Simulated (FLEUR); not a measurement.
Worked example: self-consistent single point of HfAu (P4/nmm, 4 atoms in the cell) in FLEUR.

Computed with PBEsol, all-electron FLAPW (FLEUR), scalar-relativistic valence.

The change in words: lattice scaled by 0.98. Reference geometry:
```
CELL_PARAMETERS angstrom
      3.48386     0.00000     0.00000
      0.00000     3.48386     0.00000
      0.00000     0.00000     6.32052
ATOMIC_POSITIONS crystal
  Hf 0.00000 0.50000 0.85158
  Hf 0.50000 0.00000 0.14842
  Au 0.00000 0.50000 0.37143
  Au 0.50000 0.00000 0.62857
```

Reference input (self-consistent single point, DFT, PBEsol, all-electron FLAPW (FLEUR), scalar-relativistic valence): Kmax = 4 1/bohr; GmaxXC = 14 1/bohr; xcFunctional = PBEs; jspins = 1; l_soc = F; mode = gauss; fermiSmearingEnergy = 0.00367493 Htr; mesh (inpgen div1-3) = 8 8 4; inpgen gamma flag = true; Gmax = 14 1/bohr; numbands = 0; maxIterBroyd = 99. This run's input differs from it in these lines:

```diff
@@ -3,5 +3,5 @@
 &input film=f /
-3.4838600000 0.0000000000 0.0000000000
-0.0000000000 3.4838600000 0.0000000000
-0.0000000000 0.0000000000 6.3205200000
+3.4141830000 0.0000000000 0.0000000000
+0.0000000000 3.4141830000 0.0000000000
+0.0000000000 0.0000000000 6.1941100000
 1.8897261246
@@ -46,5 +46,5 @@
          <bravaisMatrix>
-            <row-1>    6.5835412564489557     0.0000000000000000     0.0000000000000000</row-1>
-            <row-2>    0.0000000000000000     6.5835412564489557     0.0000000000000000</row-2>
-            <row-3>    0.0000000000000000     0.0000000000000000    11.9440517650567912</row-3>
+            <row-1>    6.4518708092652011     0.0000000000000000     0.0000000000000000</row-1>
+            <row-2>    0.0000000000000000     6.4518708092652011     0.0000000000000000</row-2>
+            <row-3>    0.0000000000000000     0.0000000000000000    11.7051714856461064</row-3>
          </bravaisMatrix>
```

Output (repeated stretches shortened):

```
 Iteration:     1   Distance:      21.77237297 me/bohr^3
 Iteration:     2   Distance:      16.85253102 me/bohr^3
 Iteration:     3   Distance:       8.62791332 me/bohr^3
 Iteration:     4   Distance:       6.92440415 me/bohr^3
 Iteration:     5   Distance:       3.90024404 me/bohr^3
   [... 10 lines left out ...]
 Iteration:    16   Distance:       0.00010420 me/bohr^3
 Iteration:    17   Distance:       0.00010644 me/bohr^3
 Iteration:    18   Distance:       0.00003628 me/bohr^3
 Iteration:    19   Distance:       0.00000231 me/bohr^3
 Reset of history
 Run finished successfully
 Stop message:
   Structural relaxation: new displacements generated

[file out, last iteration]
             iter=     20
[...]
          total density-effective poten   -1.1936985270E+05
          total charge density-energy d   -1.3312185183E+03
 Updated energy parameters for spin:           1
[...]
 fermi energy and band-weighting factors:
   [... 6 lines left out ...]

[...]
FERMIE:
          first approx. to ef    (T=0)  :   0.484584 htr   (energy of the highest occ. eigenvalue)
          number of occ. states  (T=0)  :       1929
          first approx. to seigv (T=0)  : -23.214389 htr
          sum of weights of occ. states :  43.023438
          sum of semicore charge        :   0.000000 e
          fermi energy=   0.48443 har   work function= -13.18205 ev
   [... lines left out ...]
          total moment                 =     0.00000
 Direct bandgap for spin            1 :    6.8262833383939125E-003  Htr
   [... lines left out ...]
          total charge for spin  1=  302.000001
          interst. charge =       7.336792
          mt charge=             69.731493   77.600111
          total charge  =  302.000001
          zc=   302.000000     qfix=    1.000000
     t o t a l  e n e r g y
          sum of eigenvalues =            -41840.1512309603
          density-effective potential i  -119369.8527023211
          charge density-ex.-corr.energ    -1331.2185182739
 FO
```

The run converged in 19 iterations. FLEUR gives forces in its relaxation mode, with a further iteration, so its stop message speaks of a relaxation. Against the reference run the total energy rises by 15.5 meV/atom and the largest force goes from 0.096 to 0.220 eV/Å.

The starting cell comes from a database of computed structures (which also holds hypothetical and non-ambient phases and stackings), without a prior relaxation at this level. For this run, on top of that: lattice scaled by 0.98. Spin-orbit coupling is off. Values depend on the basis (sphere radii, cutoffs, local orbitals), which need not be converged. The log's line on a gap gives a spacing of levels on this mesh, which the program prints for metals too.

Cost on one core of a shared machine: roughly 4 min.
